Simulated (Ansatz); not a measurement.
Reference: Ir (Fm-3m), PBEsol, rigid bands (plane waves, PAW, scalar-relativistic; Ansatz, a program for electronic structure); geometry: cell and atoms relaxed with PBEsol.

```cif
data_Ir4
_chemical_formula_sum 'Ir4'
_space_group_name_H-M_alt 'Fm-3m'
_space_group_IT_number 225
_space_group_name_Hall '-F 4 2 3'
_cell_length_a 3.82876
_cell_length_b 3.82876
_cell_length_c 3.82876
_cell_angle_alpha 90.000
_cell_angle_beta 90.000
_cell_angle_gamma 90.000
loop_
_atom_site_label
_atom_site_type_symbol
_atom_site_symmetry_multiplicity
_atom_site_Wyckoff_symbol
_atom_site_fract_x
_atom_site_fract_y
_atom_site_fract_z
_atom_site_occupancy
Ir1 Ir 4 a 0.00000 0.00000 0.00000 1
```
(The calculation used a cell of 1 atom; values per cell refer to that cell.)

The density of states at the Fermi level per atom comes out as 0.88 states/eV, the drude plasma energy comes out as 10.8 eV and the root-mean-square Fermi velocity is 8.4 ×10⁵ m/s. The resistivity times mean free path is 3.7 ×10⁻¹⁶ Ω·m².

Question: Swap Ir for Rh, keeping the structure type. How do these values move?

Answer: Rh (Fm-3m): volume per atom 14.0 to 13.5 Å³; density of states at the Fermi level per atom rises (0.88 states/eV to 1.24 states/eV); Drude plasma energy stays about the same (10.8 eV to 10.2 eV); root-mean-square Fermi velocity falls (8.4 ×10⁵ m/s to 6.6 ×10⁵ m/s); resistivity times mean free path falls (3.7 ×10⁻¹⁶ Ω·m² to 3.3 ×10⁻¹⁶ Ω·m²).

Question: Replace Ir by Pt on the same sites and relax. What happens?

Answer: Pt (Fm-3m): volume per atom 14.0 to 15.0 Å³; density of states at the Fermi level per atom rises (0.88 states/eV to 2.0 states/eV); Drude plasma energy falls (10.8 eV to 8.9 eV); root-mean-square Fermi velocity falls (8.4 ×10⁵ m/s to 4.8 ×10⁵ m/s); resistivity times mean free path falls (3.7 ×10⁻¹⁶ Ω·m² to 3.4 ×10⁻¹⁶ Ω·m²).

Question: Replace Ir by Cu on the same sites and relax. What happens?

Answer: Cu (Fm-3m): volume per atom 14.0 to 11.3 Å³; density of states at the Fermi level per atom falls (0.88 states/eV to 0.30 states/eV); Drude plasma energy falls (10.8 eV to 9.1 eV); root-mean-square Fermi velocity rises (8.4 ×10⁵ m/s to 10.9 ×10⁵ m/s); resistivity times mean free path rises (3.7 ×10⁻¹⁶ Ω·m² to 6.5 ×10⁻¹⁶ Ω·m²).

Moves up to 7 % count as about the same. Metals at this level; values at 300 K, both spins, means over directions. As a rough test of the mesh, the Fermi surface's area from every second k point differs by up to 5 %. The product of resistivity and mean free path takes one path for all states. Spin-orbit coupling is left out.

The missing spin-orbit coupling matters most for Ir (Fm-3m), Pt (Fm-3m).
